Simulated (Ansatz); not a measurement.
The reference is CdSe in the wurtzite structure (space group P6_3mc, No. 186; a = 4.302 Å, c = 7.021 Å). Axes: x lies along a and z along c of the hexagonal cell.

Calculations: PBEsol (Ansatz, a quantum-chemistry and plane-wave program; PAW; 420 eV plane waves; no spin-orbit coupling), earlier PAW set.

Before the change:

```
Item                                  Value
---------------------  --------------------
Band gap                            0.54 eV
Valence-band top at Γ  0.00, 0.00, -0.05 eV
Electron mass               0.055 mₑ (at Γ)
```

Perturbation: tensor shear ε_xz = −0.31 % (engineering shear γ = -0.0062), atoms relaxed at fixed cell.

### Question
Predict the new band gap.

### Answer
The band gap remains 0.54 eV.

### Question
What happens to the valence-band top at Γ?

### Answer
The valence-band top at Γ (three highest levels, from the VBM) becomes 0.00, 0.00, -0.06 eV (base: 0.00, 0.00, -0.05 eV).

### Question
Predict the new stress.

### Answer
The stress (xx, yy, zz, yz, xz, xy; compression positive) comes out as (0.00, 0.00, 0.00, 0.00, 0.08, 0.00) GPa.

### Question
What does the calculation give for the electron mass after the change?

### Answer
The electron mass remains 0.055 mₑ (at Γ).

The cells carry an imposed strain or load. Masses are band curvatures over ±0.01 Å⁻¹ around the edge. Stability against distortions was not tested.
